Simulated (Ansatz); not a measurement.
Cost and result by functional for the adsorption energy of CH3 on the 1x1 (0001) surface of hcp Ti, one in a 2x2 cell, started at the site 'hollow Ti-Ti-Ti over Ti at depth 2.2 Å', in Ansatz (plane waves, PAW). Single points on the PBE structure, on one kind of machine; costs are rough ratios of the slab run's core time (references not counted) to the cheapest single point. r2SCAN's cost holds its higher cutoff (500 against 420 eV). Differences are taken against r2SCAN for comparison alone: no measured value is at hand, so the table doesn't rank accuracy.

Model: 20-atom slab, 6.8 Å thick at the start under the adsorbate (thin: gaps and levels are the slab's own), 6x6x1 mesh, Fermi-Dirac 0.1 eV, dipole correction, 8 atoms held, the rest relaxed; symmetry of the start imposed; no spin, no spin-orbit, no U, no dispersion correction. At the end it is bonded to 3 Ti. In PBE it is, or lies within 0.03 eV of, the lowest of the starts that converged. These notes are the PBE run's. Adsorption energies are against CH4(g) − ½ H2(g). A negative adsorption energy means that the adsorbate is more stable on the surface than in its reference.

```
functional                     relative cost  adsorption energy (eV)  less r2SCAN (eV)
-----------------------------  -------------  ----------------------  ----------------
RPBE                                       1                   -0.05              0.44
r2SCAN                                     2                   -0.49              0.00
PBE (the relaxed run's value)              –                   -0.27              0.22
```

The values span 0.44 eV, while the single points' costs differ by a factor of roughly 2. Differences are of unrounded values.

Ansatz is a quantum-chemistry and plane-wave program.
